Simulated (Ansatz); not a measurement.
The starting structures come from a database of crystals and need not be the phases stable at ambient conditions.

 Where the default PAW files enter, the runs use the earlier of Ansatz's two default sets.

Input:

```yaml
crystal:
  lattice:
    - [5.64750, 0.00000, 0.00000]
    - [2.82375, 6.32722, 0.00000]
    - [0.00000, 2.52040, 5.05389]
  atoms:
    - { symbol: Zn, position: [0.75000, 0.50000, 0.25000] }
    - { symbol: Zn, position: [0.00000, 0.00000, 0.00000] }
    - { symbol: Sn, position: [0.25000, 0.50000, 0.75000] }
    - { symbol: Sn, position: [0.50000, 0.00000, 0.50000] }
    - { symbol: P, position: [0.87500, 0.75000, 0.35362] }
    - { symbol: P, position: [0.10362, 0.25000, 0.12500] }
    - { symbol: P, position: [0.37500, 0.75000, 0.89638] }
    - { symbol: P, position: [0.64638, 0.25000, 0.62500] }
```

Space group of this cell: I-42d, chalcopyrite. The cell is taken as given.

The numbers are results of r2SCAN (plane waves, PAW; Ansatz, a quantum-chemistry and plane-wave program), not measurements.

The current runs along the normal of the first two printed vectors; no spin-orbit coupling. Scaled by the factor s: all lengths (ions clamped). Meshes 6×6×6 and 6×6 across the current in all rows.

| s | mean pressure (GPa) | slowest mid-gap decay constant κ (1/Å) |
|---|---|---|
| 0.98 | 5.4 | ? |
| 1.00 | 0.1 | 0.083 |
| 1.02 | -3.8 | 0.064 |

**Question.** Take the slope of the slowest mid-gap decay constant κ against ln s from the two given rows, extrapolate to s = 0.98, and say what the run there gives.

**Answer.** Slope = (0.064 − 0.083) / ln 1.02 = -0.959 1/Å. The line gives 0.083 + (-0.959) × ln 0.98 = 0.102 1/Å. The run gives 0.102 1/Å, as the line does.
